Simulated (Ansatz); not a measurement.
Start from Mg2Ge in the anti-fluorite structure (space group Fm-3m, No. 225; a = 6.364 Å). Axes: x, y, z lie along the cube axes.

Method: PBEsol (Ansatz, a program for electronic structure, PAW, spin-orbit coupling left out), earlier PAW set.

Base values:

The band gap is 0.08 eV and the volume per atom is 21.48 Å³.

The change: uniaxial stress, 8 GPa tension along x; all other stress components relax to zero.

Question: Estimate the effect on the band gap, energy relative to the base and volume per atom.

Answer: The band gap becomes zero (base: 0.08 eV); the energy increases by 48 meV/atom; the volume per atom rises by 1.346 Å³, from 21.48 Å³ to 22.82 Å³.

Load acts through the strain it causes; cell and atoms are relaxed under it. Stability under load was not tested beyond the relaxation. All final runs are without spin polarisation. A zero or small gap of Mg2Ge can be the functional's error rather than a property of the material.
